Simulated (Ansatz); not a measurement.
Take W in the bcc (W type) structure (space group Im-3m, No. 229; a = 3.1688 Å; relaxed with 0.1 eV smearing) as the base. Axes: x, y, z lie along the cube axes.

The values are results of r2SCAN (Ansatz, a quantum-chemistry and plane-wave program; PAW; 500 eV plane waves; without spin-orbit coupling), not measurements.

Perturbation: compressive biaxial strain of 0.83 % in the plane normal to [111], as in epitaxy on a mismatched substrate; the out-of-plane cell vector and the atoms relax.

Q: Estimate the effect on the out-of-plane strain.

A: The out-of-plane strain amounts to +0.73 %.

Q: What does the calculation give for the energy relative to the base after the change?

A: The energy increases by 3.8 meV/atom.

Q: How does this affect the in-plane stress?

A: The mean in-plane stress (compression positive) comes out as +4.7 GPa.

No phonon test of stability was made. The final runs are not spin-polarised.
